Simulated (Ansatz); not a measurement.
## (Ru,Os): OsRu₃

A 32-atom cell of (Ru,Os) started in the hexagonal close-packed structure, site fractions Ru 0.750, Os 0.250, short-range order 0.00 among the nearest mixed sites of the first mixed sublattice (0 is random, a negative value favours unlike neighbours), space group P1 at the end.

Calculation: PBE (plane waves to 420 eV, PAW; Ansatz, a first-principles code). No spin–orbit coupling; the runs are not spin-polarised. Its k-point mesh 5×5×5, Fermi–Dirac width 0.05 eV.

- volume per atom: 13.89 Å³
- Ru–Ru bonds (within 1.22 times the sum of covalent radii): 2.699 Å on average, from 2.664 to 2.738 (108)
- Os–Ru bonds (within 1.22 times the sum of covalent radii): 2.698 Å on average, from 2.664 to 2.737 (72)
- Os–Os bonds (within 1.22 times the sum of covalent radii): 2.701 Å on average, from 2.663 to 2.744 (12)

```xyz
32
Lattice="1.3647 -7.0891 -4.3106 -1.3649 7.0885 -4.3097 6.8209 2.3627 4.3104" Properties=species:S:1:pos:R:3 pbc="T T T"
Ru     1.3625    -0.7909    -3.2274
Ru    -0.0043     1.5805    -3.2355
Os     1.3599    -5.5103    -3.2315
Os     2.7278     6.2982    -3.2349
Os     2.7266     1.5789    -3.2381
Ru     2.7247     1.5782     1.0862
Ru     1.3653     3.9336    -3.2316
Ru     2.7340    -3.1506    -3.2331
Ru    -0.0037     6.3026    -3.2371
Ru     6.8175    -0.7900     1.0764
Ru     5.4624     1.5738     1.0821
Ru     4.0971     3.9404    -3.2305
Ru     4.0958     3.9369     1.0747
Ru     4.0895    -0.7899    -3.2304
Ru     5.4565     6.2992     1.0805
Ru     5.4605     1.5722    -3.2365
Os     2.7299    -1.5795    -1.0732
Ru     1.3608     0.7910    -1.0784
Os     1.3555     0.7856    -5.3866
Ru     4.0894     5.5138    -1.0769
Ru     4.0936     0.7876    -1.0784
Os     4.0960     0.7819    -5.3877
Ru     2.7322     3.1507    -1.0795
Os     4.0990    -3.9306    -1.0774
Ru     2.7280    -1.5760    -5.3916
Ru    -0.0007     3.1548    -5.3910
Os     6.8219     0.7816     3.2325
Ru     5.4575     3.1465    -1.0762
Ru     6.8217    -3.9404    -1.0774
Ru     5.4552    -1.5761    -1.0785
Ru     1.3641    -3.9343    -5.3830
Ru     6.8214     0.7848    -1.0783
```
